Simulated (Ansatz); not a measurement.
The starting structures come from a database of crystals and need not be the phases stable at ambient conditions.

Tunnelling through a barrier is set by its complex band structure: the current falls as exp(−2κd) with the smallest κ.

Given:

```
CELL_PARAMETERS angstrom
      7.16713     0.00000     0.00000
     -1.36325     9.80000     0.00000
     -2.72650     0.61772     3.42429
ATOMIC_POSITIONS crystal
  Cs 0.25000 0.83100 0.83450
  Cs 0.75000 0.16900 0.16550
  Ag 0.25000 0.40118 0.04941
  Ag 0.75000 0.59882 0.95059
  Cl 0.25000 0.54978 0.47511
  Cl 0.75000 0.45022 0.52489
  Cl 0.25000 0.13816 0.18092
  Cl 0.75000 0.86184 0.81908
```

Space group of this cell: Cmcm. The cell is taken as given; by PBEsol its mean pressure is -1.3 GPa.

Transport runs along the normal of the first two printed cell vectors.

No gap correction and no spin-orbit coupling; mid-gap values are interpolated between computed energies.

Question: Predict the band gap and the smallest decay constant κ at mid-gap from PBEsol in Ansatz (a first-principles code).

Answer: Gap 2.16 eV on a 10×10×10 mesh; κ = 0.266 1/Å, at the zone centre.
